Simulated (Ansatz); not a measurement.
For Te (model structure, started from the diamond type, Fd-3m, No. 227, 2 atoms in the cell), PBE (plane waves, PAW; Ansatz, a quantum-chemistry and plane-wave program) gives:

| Property | Value |
|---|---|
| lattice constant a | 7.185 Å |
| bulk modulus B0 | 26.6 GPa |
| cohesive energy | 2.00 eV/atom |

**Question.** What does r²SCAN in Ansatz (plane waves, PAW) give for the same quantities?

**Answer.** 
- lattice constant a: 7.146 Å (falls by 0.5 %)
- bulk modulus: 28.5 GPa (increases by 7.1 %)
- cohesive energy: 1.73 eV/atom (shrinks by 0.27 eV/atom)

Changes are worked out from the printed values.

Unless a cell is named, each level is at its own relaxed cell (PBE 46.37, r²SCAN 45.62 Å³/atom).

Levels without +SOC leave out spin–orbit coupling, which shifts energies and cells of such heavy elements.

Caveats: the bulk modulus is −V dP/dV from two relaxed cells at ±2 % in volume (PBE, r²SCAN). Ansatz's density-functional and Hartree–Fock values are scalar-relativistic unless marked +SOC, with PAW data made under PBE.

A model structure was made by putting elements into a prototype or built by hand; it is no filed structure, need not be a known phase, and can be a saddle point held by its symmetry.
